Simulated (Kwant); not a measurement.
Model: Hückel tight-binding model, one pz orbital an atom, one spin, coherent transport at 0 K (Kwant). Conductance is in e²/h.

System: π system c1cc2ccc3cccc4ccc(c1)c2c34 between two chain leads. The π system is taken as planar. Atoms are numbered from 0 in the order of the SMILES. Site energies (eV, carbon 0): [0.0, 0.0, 0.0, 0.0, 0.0, 0.0, 0.0, 0.0, 0.0, 0.0, 0.0, 0.0, 0.0, 0.0, 0.0, 0.0]. Bonds (i, j, β in eV): (0,1,-2.7) (1,2,-2.7) (2,3,-2.7) (3,4,-2.7) (4,5,-2.7) (5,6,-2.7) (6,7,-2.7) (7,8,-2.7) (8,9,-2.7) (9,10,-2.7) (10,11,-2.7) (11,12,-2.7) (12,13,-2.7) (12,14,-2.7) (14,15,-2.7) (13,0,-2.7) (14,2,-2.7) (15,5,-2.7) (15,9,-2.7). Leads: chains of hopping −4.1 eV, joined by −1.4 eV to atoms 3 and 11.

Site energies and bond integrals are typed Hückel values.

Sweep values stay those of the base run.

One input was changed, with this effect: transmission at E = 0 < 1e-12 → 0.0035.

### Question
Which change was it?
A. contacts moved from atoms [3, 11] to [0, 4]
B. contacts moved from atoms [3, 11] to [1, 4]
C. contacts moved from atoms [3, 11] to [1, 11]
D. contacts moved from atoms [3, 11] to [3, 10]
E. contacts moved from atoms [3, 11] to [1, 13]
F. contacts moved from atoms [3, 11] to [1, 6]

### Answer
D, contacts moved from atoms [3, 11] to [3, 10]
